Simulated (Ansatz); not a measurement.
Results of r²SCAN+rVV10 in Ansatz (plane waves, PAW) for ScOF (model structure, P2₁, No. 4, 12 atoms in the cell).

Settings: plane-wave cutoff 560 eV, 8×8×6 k mesh (along the axes of the cell as run), Fermi–Dirac smearing 0.01 eV, scalar-relativistic PAW data made under PBE.

Cell (relaxed at this level):

```yaml
crystal:
  lattice:
    - [5.02046, 0.00000, -0.14615]
    - [0.00000, 5.06043, 0.00000]
    - [-0.15242, 0.00000, 5.20000]
  atoms:
    - { symbol: Sc, position: [0.25834, 0.22431, 0.01765] }
    - { symbol: Sc, position: [0.74166, 0.72431, 0.98235] }
    - { symbol: Sc, position: [0.28050, 0.74740, 0.44902] }
    - { symbol: Sc, position: [0.71950, 0.24740, 0.55098] }
    - { symbol: F, position: [0.06639, 0.37552, 0.37305] }
    - { symbol: F, position: [0.93361, 0.87552, 0.62695] }
    - { symbol: O, position: [0.07295, 0.88920, 0.14102] }
    - { symbol: O, position: [0.92705, 0.38920, 0.85898] }
    - { symbol: F, position: [0.43953, 0.49437, 0.74333] }
    - { symbol: F, position: [0.56047, 0.99437, 0.25667] }
    - { symbol: O, position: [0.46711, 0.99520, 0.74832] }
    - { symbol: O, position: [0.53289, 0.49520, 0.25168] }
```

Question: Give the computed band gap and direct gap at Γ.

Answer: 
band gap: 4.92 eV (on the SCF k mesh)
direct gap at Γ: 5.34 eV

Note: the relaxation could raise the start's symmetry but not lower it, so the cell can be a saddle point.

Static lattice: no zero-point or thermal effects.

It cost about 40 core-minutes (a rough figure) of CPU time.

A model structure was made by putting elements into a prototype or built by hand; it is no filed structure, need not be a known phase, and can be a saddle point held by its symmetry.

Ansatz is a quantum-chemistry and plane-wave program.
